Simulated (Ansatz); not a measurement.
Take MgS in the rock salt structure (space group Fm-3m, No. 225; a = 5.1820 Å) as the base.

The change: cell and atoms relaxed at a pressure of 0.7 GPa.

Levels (all Ansatz, a first-principles code, PAW): PBEsol (420 eV, without spin-orbit coupling); r2SCAN (500 eV, no SOC); HSE06 (420 eV, scalar-relativistic without spin-orbit coupling).

At the geometry relaxed with PBEsol, these levels gave the following band gaps, in shuffled order: (a) 3.85 eV, (b) 3.51 eV, (c) 2.74 eV.

Q: Match each gap to its level.

A: (a) HSE06; (b) r2SCAN; (c) PBEsol.

Single points use the geometry relaxed with PBEsol. HSE06 was sampled on its mesh, a few special points and the semilocal edge points, so its gap is an upper bound. Load acts through the strain it causes; cell and atoms are relaxed under it. No phonon test of stability was made.
